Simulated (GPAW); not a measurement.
Input and output of a self-consistent single point for Ir (Fm-3m, 1 atom in the cell) (GPAW).

Level of theory: PBEsol, GPAW PAW datasets PBEsol (made by gpaw-setup) (plane waves; GPAW).

```xyz
1
Lattice="0.0000 1.9507 1.9507 1.9507 0.0000 1.9507 1.9507 1.9507 0.0000" Properties=species:S:1:pos:R:3 pbc="T T T"
Ir     0.0000     0.0000     0.0000
```

Reference input (self-consistent single point, DFT PBE, plane waves, GPAW PAW datasets PBE (gpaw-data 1.0.1)): mode = pw; ecut = 550 eV; xc = PBE; kpts = 14 14 14; mesh shift (steps) = 0 0 0; occupations.name = methfessel-paxton; occupations.width = 0.136 eV; occupations.order = 0; nbands = -5; convergence.forces = 0.001 eV/Å; symmetry.symmorphic = false; symmetry.tolerance = 0.0005. This run's input differs from it in these lines:

```diff
@@ -12,3 +12,3 @@
 calc = GPAW(mode=PW(550),
-            xc='PBE',
+            xc='PBEsol',
             kpts={'size': (14, 14, 14), 'gamma': True},
```

Its files differ too (potentials: GPAW PAW datasets PBEsol (made by gpaw-setup)).

The program printed (abridged):

```
     iter     time        total  log10-change:
                         energy   eigst   dens  force
iter:   1 --:--:--   -10.341647
iter:   2 --:--:--   -10.342095   -1.32  -1.53
iter:   3 --:--:--   -10.372516   -1.50  -1.54
iter:   4 --:--:--   -10.320022   -3.14  -1.81
iter:   5 --:--:--   -10.346565   -1.66  -1.92
iter:   6 --:--:--   -10.282559   -2.35  -1.90
iter:   7 --:--:--   -10.282513   -4.15  -3.08
iter:   8 --:--:--   -10.282519c  -5.52  -3.04
iter:   9 --:--:--   -10.283500c  -4.24  -3.14
iter:  10 --:--:--   -10.295928   -2.86  -2.73
iter:  11 --:--:--   -10.283146   -2.96  -2.20
iter:  12 --:--:--   -10.282754   -4.88  -2.99
iter:  13 --:--:--   -10.282745c  -6.01  -3.83
iter:  14 --:--:--   -10.282751c  -6.39  -4.47c
iter:  15 --:--:--   -10.282746c  -6.76  -3.97
iter:  16 --:--:--   -10.282745c  -7.40c -4.61c
iter:  17 --:--:--   -10.282745c  -7.97c -4.59c  -infc
Converged after 17 iterations.

Dipole moment: (0.000000, -0.000000, -0.000000) |e|*Ang

Energy contributions relative to reference atoms: (reference = -484347.881821)

Kinetic:         -4.405352
Potential:       +3.690230
External:        +0.000000
XC:              -9.334087
Entropy (-ST):   -0.013311
Local:           -0.226881
SIC:             +0.000000
--------------------------
Free energy:    -10.289401
Extrapolated:   -10.282745

Showing only first 2 kpts
 Kpt  Band  Eigenvalues  Occupancy
  0     5     10.13701    2.00000
  0     6     10.13701    2.00000
  0     7     12.64158    2.00000
  0     8     12.64158    2.00000

  1     5     10.29496    2.00000
  1     6     10.29496    2.00000
  1     7     12.39771    2.00000
  1     8     12.72434    2.00000

Fermi level: 13.65576

No gap
No difference between direct/indirect transitions
Energy (eV): -10.282745

Forces in eV/Ang:
  0 Ir    0.00000    0.00000    0.00000

Stress tensor:
     0.121534    -0.000000     0.000000
    -0.000000     0.121534    -0.000000
     0.000000    -0.000000     0.121534
Stress (GPa, Voigt): [19.4719 19.4719 19.4719 -0.      0.     -0.    ]
```

The run converged in 17 iterations. GPAW prints stress with tension positive. Against the reference run the pressure goes from -8.74 to -19.47 GPa.

The starting cell comes from a database of computed structures (which also holds hypothetical and non-ambient phases and stackings), without a prior relaxation at this level. Its lattice was rescaled by a random factor within 2.5 % of one. Spin polarisation is off. With a pressure of about -19 GPa the cell is away from its equilibrium volume at this level.
